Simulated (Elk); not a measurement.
# Input and output of a self-consistent single point for La3InN (Pm-3m, 5 atoms in the cell) (Elk)

Level of theory: LDA (PW92), all-electron FP-LAPW, Elk's shipped species files, APW+lo basis with extra local orbitals run with Elk 10.2.4.

The input file:

```
tasks
  0

xctype
  3

rgkmax
  7.5

gmaxvr
  14.0

nxlo
  2

lorbcnd
  .true.

rmtscf
  0.97

lmaxi
  3

stype
  0

swidth
  0.00499791

scale
  1.889726125

avec
    5.0124770000    0.0000000000    0.0000000000
    0.0000000000    5.0124770000    0.0000000000
    0.0000000000    0.0000000000    5.0124770000

sppath
  './'

atoms
  3   : nspecies
  'La.in'   : spfname
  3   : natoms; atposl, bfcmt below
  0.5000000000  0.5000000000  0.0000000000    0.0 0.0 0.0
  0.0000000000  0.5000000000  0.5000000000    0.0 0.0 0.0
  0.5000000000  0.0000000000  0.5000000000    0.0 0.0 0.0
  'In.in'   : spfname
  1   : natoms; atposl, bfcmt below
  0.0000000000  0.0000000000  0.0000000000    0.0 0.0 0.0
  'N.in'   : spfname
  1   : natoms; atposl, bfcmt below
  0.5000000000  0.5000000000  0.5000000000    0.0 0.0 0.0

ngridk
  7 7 7
```

Output (repeated stretches shortened):

```
│ Elk code version 10.2.4 │

All units are atomic (Hartree, Bohr, etc.)

│ Ground-state run starting from atomic densities │

Lattice vectors :
   9.472208738       0.000000000       0.000000000
   0.000000000       9.472208738       0.000000000
   0.000000000       0.000000000       9.472208738

Unit cell volume      :    849.8725064
Brillouin zone volume :   0.2918675585

Muffin-tin inner radius fraction :   0.1000000000E-01

Nuclei treated as point charges

Species :    1 (La)
 parameters loaded from : La.in
 name : lanthanum
 nuclear charge    :   -57.00000000
 electronic charge :    57.00000000
 atomic mass :    253209.2364
 muffin-tin radius :    2.716000000
 number of radial points in muffin-tin :    697
 atomic positions (lattice), magnetic fields (Cartesian) :
   1 :   0.50000000  0.50000000  0.00000000    0.00000000  0.00000000  0.00000000
   2 :   0.00000000  0.50000000  0.50000000    0.00000000  0.00000000  0.00000000
   3 :   0.50000000  0.00000000  0.50000000    0.00000000  0.00000000  0.00000000

Species :    2 (In)
 parameters loaded from : In.in
 name : indium
 nuclear charge    :   -49.00000000
 electronic charge :    49.00000000
 atomic mass :    209300.4100
 muffin-tin radius :    2.522000000
 number of radial points in muffin-tin :    597
 atomic positions (lattice), magnetic fields (Cartesian) :
   1 :   0.00000000  0.00000000  0.00000000    0.00000000  0.00000000  0.00000000

Species :    3 (N)
 parameters loaded from : N.in
 name : nitrogen
 nuclear charge    :   -7.000000000
 electronic charge :    7.000000000
 atomic mass :    25532.65214
 muffin-tin radius :    1.746000000
 number of radial points in muffin-tin :    297
 atomic positions (lattice), magnetic fields (Cartesian) :
   1 :   0.50000000  0.50000000  0.50000000    0.00000000  0.00000000  0.00000000

Total number of atoms per unit cell :    5

Spin treatment :
 spin-unpolarised

Number of Bravais lattice symmetries :   48
   [... lines left out ...]
 potential will be trimmed for |G| > 2 gkmax
Constant for pseudocharge density :   10
Radial integration step length :    4

G-vector grid sizes :     45    45    45
Number of G-vectors :    39223

Maximum angular momentum used for
 APW functions                      :    8
 outer part of muffin-tin           :    6
 inner part of muffin-tin           :    3

Total nuclear charge    :   -227.0000000
Total core charge       :    170.0000000
Total valence charge    :    57.00000000
Total excess charge     :    0.000000000
Total electronic charge :    227.0000000

Effective Wigner radius, rₛ :   0.9632664577

Number of empty states         :   20
Total number of valence states :   49
Total number of core states    :  170

Conduction state local-orbitals added automatically
Total number of local-orbitals :  382

Exchange-correlation functional :      3     0     0
 Perdew-Wang/Ceperley-Alder, Phys. Rev. B 45, 13244 (1992)
 gradient requirement :    0
 local density approximation (LDA)

Smearing type :    0
 Gaussian
Smearing width :   0.4997910000E-02
Effective electronic temperature (K) :    1578.215154

Mixing type :    3
 Broyden mixing, J. Phys. A: Math. Gen. 17, L317 (1984)

Kohn-Sham potential initialised from atomic data
│ Self-consistent loop started │
│ Loop number : 1 │
 total energy                :     -31429.1624380
│ Loop number : 2 │
 total energy                :     -31429.0935391
RMS change in Kohn-Sham potential (target) :   0.2965900282     (  0.1000000000E-05)
Absolute change in total energy (target)   :   0.6889890258E-01 (  0.1000000000E-03)
│ Loop number : 3 │
 total energy                :     -31427.0526734
RMS change in Kohn-Sham potential (target) :   0.2148273363     (  0.1000000000E-05)
Absolute change in total energy (target)   :    2.058090430     (  0.1000000000E-03)
│ Loop number : 4 │
 total energy                :     -31423.3390383
RMS change in Kohn-Sham potential (target) :   0.1659159638     (  0.1000000000E-05)
Absolute change in total energy (target)   :    4.228157783     (  0.1000000000E-03)
│ Loop number : 5 │
 total energy                :     -31415.4948817
RMS change in Kohn-Sham potential (target) :   0.8449666905E-01 (  0.1000000000E-05)
Absolute change in total energy (target)   :    8.901195982     (  0.1000000000E-03)
   [... lines left out ...]
Absolute change in total energy (target)   :   0.2952531082E-02 (  0.1000000000E-03)
│ Loop number : 14 │
 total energy                :     -31406.4439568
RMS change in Kohn-Sham potential (target) :   0.1604571434E-05 (  0.1000000000E-05)
Absolute change in total energy (target)   :   0.1923034397E-02 (  0.1000000000E-03)
│ Loop number : 15 │
 total energy                :     -31406.4443261
RMS change in Kohn-Sham potential (target) :   0.8801792898E-06 (  0.1000000000E-05)
Absolute change in total energy (target)   :   0.8500308759E-03 (  0.1000000000E-03)
│ Loop number : 16 │
 total energy                :     -31406.4444400
RMS change in Kohn-Sham potential (target) :   0.4120563675E-06 (  0.1000000000E-05)
Absolute change in total energy (target)   :   0.3263876388E-03 (  0.1000000000E-03)
│ Loop number : 17 │
 total energy                :     -31406.4444088
RMS change in Kohn-Sham potential (target) :   0.8788803876E-07 (  0.1000000000E-05)
Absolute change in total energy (target)   :   0.5046897422E-04 (  0.1000000000E-03)
Convergence targets achieved

│ Loop number : 18 │

Energies :
 Fermi                       :     0.334584134637
 sum of eigenvalues          :     -19265.6045288
 electron kinetic            :      33481.6251455
 core electron kinetic       :      33093.0584607
 Coulomb                     :     -64133.5364624
 Coulomb potential           :     -51746.4146918
 nuclear-nuclear             :     -2500.48894177
 electron-nuclear            :     -71519.6803495
 Hartree                     :      9886.63282886
 Madelung                    :     -38260.3291165
 xc potential                :     -1000.81498258
 exchange                    :     -732.796638419
 correlation                 :     -21.7364464813
 total energy                :     -31406.4444018

Density of states at Fermi energy :    82.55141242
 (states/Hartree/unit cell)

Estimated indirect band gap :   0.3668938251E-02
 from k-point     13 to k-point      8
Estimated direct band gap   :   0.1724598587E-01
 at k-point     20

Charges :
 core                        :    170.0000000
 valence                     :    57.00000000
 interstitial                :    9.799662829
 muffin-tins (core leakage)
  species :    1 (La)
   atom    1                 :    54.53673489     (  0.3619905134E-03)
   atom    2                 :    54.53673489     (  0.3619905134E-03)
   atom    3                 :    54.53673489     (  0.3619905134E-03)
  species :    2 (In)
   atom    1                 :    47.27602522     (  0.2050339758E-03)
  species :    3 (N)
   atom    1                 :    6.314107293     (  0.3578803012E-06)
 total in muffin-tins        :    217.2003372
 total calculated charge     :    227.0048388
 total charge                :    227.0000000
 error                       :   0.4838782675E-02

│ Self-consistent loop stopped │
```

The run converged in 18 iterations. The count includes the last loop, which Elk runs after its targets are met.

The starting cell comes from a database of computed structures (which also holds hypothetical and non-ambient phases and stackings), without a prior relaxation at this level. Its lattice was rescaled by a random factor within 2.5 % of one. Values depend on the basis (sphere radii, cutoffs, local orbitals), which need not be converged. The log's line on a gap gives a spacing of levels on this mesh, which the program prints for metals too.

Cost on one core of a shared machine: roughly 2 min.
